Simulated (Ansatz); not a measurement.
Computed with PBE (plane waves to 420 eV, PAW; Ansatz, an electronic-structure program).

Electrostatic potential energy of an electron, averaged over planes parallel to the surface, in eV from the Fermi level, for a constructed model of the (110) surface of bcc Ta, a cell of two sites (a+b, b-a) layer of Br, one a cell, on the site that continues the host's stacking (bottom of the slab: a bare face, its two planes held):

(z (Å), V (eV)): (3.67, 4.78); (3.95, 4.78); (4.24, 4.78); (4.52, 4.77); (4.80, 4.75); (5.08, 4.72); (5.37, 4.67); (5.65, 4.55); (5.93, 4.33); (6.21, 3.92); (6.50, 3.14); (6.78, 1.71); (7.06, -0.93); (7.34, -5.75); (7.62, -12.14); (7.91, -17.99); (8.19, -19.38); (8.47, -15.12); (8.75, -8.43); (9.04, -3.08); (9.32, -1.23); (9.60, -3.78); (9.88, -9.50); (10.17, -16.09); (10.45, -19.42); (10.73, -16.83); (11.01, -10.43); (11.30, -4.48); (11.58, -1.45); (11.86, -2.81); (12.14, -7.82); (12.43, -14.45); (12.71, -19.01); (12.99, -17.94); (13.27, -12.13); (13.56, -5.74); (13.84, -1.68); (14.12, -1.65); (14.40, -5.65); (14.69, -12.01); (14.97, -17.87); (15.25, -19.03); (15.53, -14.54); (15.81, -7.90); (16.10, -2.81); (16.38, -1.33); (16.66, -4.21); (16.94, -10.08); (17.23, -16.52); (17.51, -19.33); (17.79, -16.25); (18.07, -9.78); (18.36, -4.11); (18.64, -1.67); (18.92, -3.84); (19.20, -9.39); (19.49, -15.96); (19.77, -19.60); (20.05, -17.64); (20.33, -11.80); (20.62, -5.98); (20.90, -2.30); (21.18, -2.51); (21.46, -5.47); (21.75, -7.45); (22.03, -7.11); (22.31, -4.30); (22.59, -0.12); (22.87, 2.27); (23.16, 3.08); (23.44, 3.43); (23.72, 3.57); (24.00, 3.63); (24.29, 3.66); (24.57, 3.67); (24.85, 3.67); (25.13, 3.67); (25.42, 3.67); (25.70, 3.67); (25.98, 3.67); (26.26, 3.67)

Set-up: 13 atoms, 14.3 Å thick at the start; mesh 11x8x1; 0.1 eV smearing; dipole correction on; 4 atoms held, the rest relaxed; start symmetry kept, larger cells not searched; no spin, no spin-orbit, no U. It is one candidate, not shown to be the stable structure of the face.

The surface cell has an area of 15.58 Å². What dipole along the normal does the step between the two vacuum levels imply?

the top vacuum level lies 1.11 eV below the bottom one; p = −ε₀ A ΔV (ε₀ = 0.005526 e/(V·Å)) gives 0.10 e·Å a cell.
